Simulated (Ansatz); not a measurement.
Data:

```
CELL_PARAMETERS angstrom
      0.00000     2.42815     2.42815
      2.42815     0.00000     2.42815
      2.42815     2.42815     0.00000
ATOMIC_POSITIONS crystal
  Y  0.00000 0.00000 0.00000
  N  0.50000 0.50000 0.50000
```

Level of theory: r2SCAN, rigid bands (plane waves, PAW, scalar-relativistic; Ansatz, a quantum-chemistry and plane-wave program). Cell: cell and atoms relaxed with PBEsol.

Task: What conductivity effective mass do dilute electrons have at 300 K?

Result: 0.22 mₑ.

Task: Predict the hole conductivity mass (n e² τ/σ) at 300 K, by direction if it differs.

Result: 0.51 mₑ.

Task: And the band gap?

Result: 0.54 eV at this level; semilocal functionals usually fall short of the measured gap.

Rigid bands, one relaxation time for all states, no polarons. Spin-orbit coupling is left out; where it splits the top of the valence band it changes the hole mass and lowers the gap by about a third of the splitting. Geometry: cell and atoms relaxed with PBEsol.
